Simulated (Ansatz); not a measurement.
Candidates (primitive cells; geometry: relaxed with this functional, without spin-orbit coupling):
A. TiSi$_{2}$ (Fddd), a = 5.8979 Å, b = 4.8745 Å, c = 4.7271 Å, α = 75.78°, β = 53.24°, γ = 50.98°
B. TiOs (Pm-3m), a = 3.0614 Å, b = 3.0614 Å, c = 3.0614 Å, α = 90.00°, β = 90.00°, γ = 90.00°
C. TiSe (P6_3/mmc), a = 3.3564 Å, b = 3.3564 Å, c = 6.7564 Å, α = 90.00°, β = 90.00°, γ = 120.00°
D. TiTc (Pm-3m), a = b = c = 3.0680 Å, α = β = γ = 90.00°
E. Ti₃Al (P6_3/mmc), a = 5.6859 Å, b = 5.6859 Å, c = 4.6089 Å, α = 90.00°, β = 90.00°, γ = 120.00°

**Question.** Put the candidates in order of resistivity at 300 K, lowest first, for PBEsol, DFPT electron-phonon coupling, linearised Boltzmann equation (Ansatz, a program for electronic structure).

**Answer.** B (3.9 μΩ·cm), D (7.1 μΩ·cm), A (10.9 μΩ·cm), C (41 μΩ·cm), E (71 μΩ·cm)

Metals; harmonic phonons alone scatter; means over directions. Halving the electron mesh moves these values by up to 10 %; q meshes are mostly untested. Some of the runs warned that the eigensolver left states short of its tolerance. Spin-orbit coupling is left out.

Formula and space group known from diffraction (Crystallography Open Database), not checked to be the room-temperature form: TiOs (Pm-3m), TiSe (P6_3/mmc), TiTc (Pm-3m). The missing spin-orbit coupling matters most for TiOs (Pm-3m).
